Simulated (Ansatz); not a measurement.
The starting structures come from a database of crystals and need not be the phases stable at ambient conditions.

Given:

```yaml
crystal:
  lattice:
    - [3.99664, 0.00000, 0.00000]
    - [-1.99832, 3.46119, 0.00000]
    - [0.00000, 0.00000, 6.58677]
  atoms:
    - { symbol: Be, position: [0.66667, 0.33333, 0.50043] }
    - { symbol: Be, position: [0.33333, 0.66667, 0.00043] }
    - { symbol: Te, position: [0.66667, 0.33333, 0.87457] }
    - { symbol: Te, position: [0.33333, 0.66667, 0.37457] }
```

Space group of this cell: P6_3mc, wurtzite. The cell is taken as given.

Transport runs along the normal of the first two printed cell vectors, the (001) plane of the conventional cell.

The gap is the functional's own, uncorrected, and κ follows it; spin-orbit coupling is left out. Mid-gap values are interpolated between the computed energies.

Compute, with r2SCAN (Ansatz, a program for electronic structure), the band gap and the smallest decay constant κ at mid-gap.

Gap 2.58 eV on a 12×12×6 mesh; κ = 0.174 1/Å, at the zone centre.
